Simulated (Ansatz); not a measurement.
We consider Zn₄Te₃S (model structure, P-4m2, No. 115, 8 atoms in the cell), described by PBEsol (PAW; Ansatz, an electronic-structure program).

Run with plane-wave cutoff 520 eV, 8×8×4 k mesh (along the axes of the cell as run), Fermi–Dirac smearing 0.01 eV, scalar-relativistic PAW data made under PBE.

Cell (relaxed with PBEsol):

```
CELL_PARAMETERS angstrom
      4.17701     0.00000     0.00000
      0.00000     4.17701     0.00000
      0.00000     0.00000    11.70944
ATOMIC_POSITIONS crystal
  Zn 0.00000 0.00000 0.01312
  S  0.50000 0.00000 0.11456
  Zn 0.50000 0.50000 0.21600
  Te 0.00000 0.50000 0.34888
  Zn 0.00000 0.00000 0.48136
  Te 0.50000 0.00000 0.61456
  Zn 0.50000 0.50000 0.74776
  Te 0.00000 0.50000 0.88024
```

**Question.** What does this level give for the band gap?

**Answer.** 
- band gap = 1.06 eV

Note: the relaxation could raise the start's symmetry but not lower it, so the cell can be a saddle point.

Spin–orbit coupling is not included.

Computed values are for the static lattice.

A model structure was made by putting elements into a prototype or built by hand; it is no filed structure, need not be a known phase, and can be a saddle point held by its symmetry.
